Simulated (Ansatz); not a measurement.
**A series of runs on LaRu2Si2 (I4/mmm, 5 atoms in the cell)**

```
CELL_PARAMETERS angstrom
     -2.10980     2.10980     4.97530
      2.10980    -2.10980     4.97530
      2.10980     2.10980    -4.97530
ATOMIC_POSITIONS crystal
  La 0.00000 0.00000 0.00000
  Ru 0.75000 0.25000 0.50000
  Ru 0.25000 0.75000 0.50000
  Si 0.37500 0.37500 0.00000
  Si 0.62500 0.62500 0.00000
```

Base run A: PBEsol, default PAW files made with PBE run with Ansatz (a first-principles code), self-consistent single point.

Its settings: basis.ecutwfc = 420 eV; kpoints.mp_grid.grid = 8 8 8; kpoints.mp_grid.shift = 0.5 0.5 0.5; hamiltonian.xc = pbesol; hamiltonian.pseudopotentials = {kind: paw} (the program's default PAW files); scf.occupations.method = methfessel_paxton; scf.occupations.width = 0.05 eV.

The starting cell comes from a database of published, mostly measured structures (it also holds non-ambient and calculated ones), without a prior relaxation at this level. Spin polarisation is off. In the base run, with a pressure of about -6 GPa the cell is away from its equilibrium volume at this level. In the base run, forces exceed 1 eV/Å. Ansatz's pressure includes its estimate of the finite-basis (Pulay) stress.

ΔF is the free energy per atom less that of run A. 

Run A gave: pressure (GPa) -6.46; largest force (eV/Å) 1.719; TS (meV/atom) -0.2.

Runs:
- B: scf.occupations.width = 0.002 eV
- C: scf.occupations.width = 0.01 eV
- D: scf.occupations.width = 0.025 eV
- E: scf.occupations.width = 0.1 eV
- F: scf.occupations.width = 0.15 eV
- G: scf.occupations.width = 0.2 eV
- H: scf.occupations.width = 0.3 eV
- I: scf.occupations.width = 0.5 eV
- J: scf.occupations.width = 0.8 eV

**Question.** What does run J change against A?

**Answer.** The free energy rises by 4.8 meV/atom, the pressure goes from -6.46 to -6.58 GPa and the largest force goes from 1.719 to 1.638 eV/Å.

| run | ΔF (meV/atom) | pressure (GPa) | largest force (eV/Å) | TS (meV/atom) |
|---|---|---|---|---|
| A | 0.00 | -6.46 | 1.719 | -0.2 |
| B | 0.03 | -6.46 | 1.716 | 0.0 |
| C | 0.02 | -6.46 | 1.716 | 0.0 |
| D | -0.01 | -6.45 | 1.716 | 0.0 |
| E | 0.13 | -6.47 | 1.717 | -0.1 |
| F | 0.11 | -6.47 | 1.704 | 0.2 |
| G | 0.02 | -6.47 | 1.693 | 0.3 |
| H | -0.04 | -6.47 | 1.682 | -0.3 |
| I | 0.83 | -6.47 | 1.680 | -3.7 |
| J | 4.8 | -6.58 | 1.638 | -15.8 |

Keys are those of Ansatz 0.2.
